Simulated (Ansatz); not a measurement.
Si (model structure, P-43m, No. 215, 7 atoms in the cell) was calculated with LDA (Ansatz, a first-principles code, plane waves, PAW).

Run with plane-wave cutoff 520 eV, 10×10×10 k mesh, Fermi–Dirac smearing 0.05 eV, scalar-relativistic PAW data made under PBE.

Cell (relaxed at this level):

Si has the cubic space group P-43m (No. 215), Pearson symbol cP7. Lattice parameters: a = 4.9546 Å, b = 4.9546 Å, c = 4.9546 Å, α = 90.00°, β = 90.00°, γ = 90.00°. Si1 on 4e has 3 Si at 2.366 Å and 3 Si at 2.665 Å. Si2 on 3c is surrounded by 4 Si at 2.366 Å. (Neighbours: up to the widest gap in distance over summed covalent radii, below 1.35, at either atom.)

Question: Estimate the bulk modulus B0 that the calculation returns.

Answer: 
- bulk modulus B0: 86.7 GPa

The run finds no gap.

Note: the bulk modulus is −V dP/dV from two relaxed cells at ±2 % in volume; the relaxation could raise the start's symmetry but not lower it, so the cell can be a saddle point.

Computed values are for the static lattice.

The result took roughly 4 core-minutes.

A model structure was made by putting elements into a prototype or built by hand; it is no filed structure, need not be a known phase, and can be a saddle point held by its symmetry.
